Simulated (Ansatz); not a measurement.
The parent structure is MgTe in the wurtzite structure (space group P6_3mc, No. 186; a = 4.6085 Å, c = 7.5007 Å). Axes: x lies along a and z along c of the hexagonal cell.

All numbers come from DFT with PBE, PAW potentials and a 420 eV plane-wave cutoff in Ansatz (a program for electronic structure), no spin-orbit coupling.

Before the change:

- Volume per atom: 34.49 Å³

Now apply this change: biaxial strain −1.88 %, plane normal [001], relaxed out of plane (Cartesian); in-plane vectors clamped, the third vector and the atoms free.

Task: What happens to the in-plane stress?

Result: The mean in-plane stress (compression positive) comes out as +1.2 GPa.

Task: What happens to the volume per atom?

Result: The volume per atom drops by 0.77 Å³, from 34.49 Å³ to 33.72 Å³.

No phonon test of stability was made.
